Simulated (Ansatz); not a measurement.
Input and output of a self-consistent single point for AlCuBr4 (P-42c, 12 atoms in the cell) (Ansatz, a program for electronic structure).

Level of theory: r2SCAN, default PAW files made with PBE (plane waves; Ansatz).

```
AlCuBr4
1.0
    5.73210     0.00000     0.00000
    0.00000     5.73210     0.00000
    0.00000     0.00000    10.60460
Cu Al Br
2 2 8
Direct
  0.50000   0.50000   0.50000
  0.50000   0.50000   0.00000
  0.50000   0.00000   0.25000
  0.00000   0.50000   0.75000
  0.74091   0.22883   0.37257
  0.22883   0.25909   0.62743
  0.25909   0.77117   0.37257
  0.77117   0.74091   0.62743
  0.74091   0.77117   0.12743
  0.22883   0.74091   0.87257
  0.25909   0.22883   0.12743
  0.77117   0.25909   0.87257
```

Reference input (self-consistent single point, DFT, LDA (PW92), plane waves, default PAW files made with PBE): kpoints.mp_grid.grid = 3 3 2; hamiltonian.xc = lda; hamiltonian.pseudopotentials = {kind: paw} (the program's default PAW files); scf.occupations.method = fermi_dirac; scf.occupations.width = 0.1 eV. This run's input differs from it in these lines:

Ansatz 0.2 input:
```diff
@@ -22,3 +22,3 @@
 hamiltonian:
-  xc: lda
+  xc: r2scan
   pseudopotentials: { kind: paw }
```

The program printed (abridged):

```
SCF iter   1: F=—  HF=-36697.990860 eV  |F-HF|=—  |Δ(HF+E_count)|=         —  Δρ=1.35e-2  dr2=4.34e-1  dr2_τ=5.04e-2  ethr=1.77e-3  ⟨swp⟩=10.0  Hψ=2032  notcnv=0
all-band conjugate gradients solve this SCF's bands
preconditioner: auto → Resta (q_TF=auto, 2.216 Å⁻¹)
SCF iter   2: F=—  HF=-36698.076673 eV  |F-HF|=—  |Δ(HF+E_count)|=   8.58e-2  Δρ=8.36e-3  dr2=1.58e-1  dr2_τ=3.22e-3  ethr=4.34e-4  ⟨swp⟩=2.0  Hψ=785  notcnv=0  defer=19
   [... lines left out ...]
SCF iter   6: F=—  HF=-36698.016477 eV  |F-HF|=—  |Δ(HF+E_count)|=   9.40e-6  Δρ=3.17e-5  dr2=5.16e-6  dr2_τ=1.40e-7  ethr=1.09e-7  ⟨swp⟩=3.0  Hψ=752  notcnv=0  defer=15
SCF iter   7: F=—  HF=-36698.016408 eV  |F-HF|=—  |Δ(HF+E_count)|=   6.88e-5  Δρ=1.61e-5  dr2=6.81e-7  dr2_τ=9.95e-9  ethr=5.16e-9  ⟨swp⟩=2.0  Hψ=561  notcnv=0  defer=15
SCF iter   8: F=-36698.016408 eV  HF=-36698.016408 eV  |F-HF|=9.28e-9  |Δ(HF+E_count)|=   3.09e-7  Δρ=2.36e-6  dr2=2.29e-8  dr2_τ=6.06e-10  ethr=1.00e-10  ⟨swp⟩=13.3  Hψ=1956  notcnv=0
SCF 1 converged in 8 iterations: F = -36698.016408 eV  dr2 = 2.29e-8
Free energy (F): -36698.016408 eV
Internal energy: -36698.016407 eV  (E = F + TS)
E sigma→0 (E₀):  -36698.016407 eV
Entropy (-TS):   -0.000002 eV (-0.000 meV/atom)
Fermi energy:    4.801669 eV
--- Forces (eV/Å), atoms counted from 1 ---
  atom   1  Cu     0.00000000    -0.00000000     0.00000000
  atom   2  Cu     0.00000000     0.00000000     0.00000000
  atom   3  Al     0.00000000     0.00000000     0.00000000
  atom   4  Al     0.00000000     0.00000000     0.00000000
  atom   5  Br     0.02351651     0.19361043     0.16957849
  atom   6  Br     0.19361043    -0.02351651    -0.16957849
  atom   7  Br    -0.02351651    -0.19361043     0.16957849
  atom   8  Br    -0.19361043     0.02351651    -0.16957849
   [... lines left out ...]
  atom  12  Br    -0.19361043    -0.02351651     0.16957849
--- Stress (GPa, compression-positive) ---
        0.328590       0.000000       0.000000
        0.000000       0.328590      -0.000000
        0.000000      -0.000000       0.301548
  P = ⅓ Tr σ = 0.3196 GPa (3.196 kbar)
  The stress holds the Pulay correction. Without it, at fixed plane waves, as pw.x and ABINIT print it: P = 0.2921 GPa
```

The run converged in 8 iterations. Against the reference run the pressure goes from -1.91 to 0.32 GPa, the largest force goes from 0.427 to 0.258 eV/Å and the gap on the mesh goes from 2.171 to 2.790 eV. The full log also holds: “WARN basis.ecutwfc = 500 eV, the default”.

The starting cell comes from a database of published, mostly measured structures (it also holds non-ambient and calculated ones), without a prior relaxation at this level. Ansatz's pressure includes its estimate of the finite-basis (Pulay) stress.
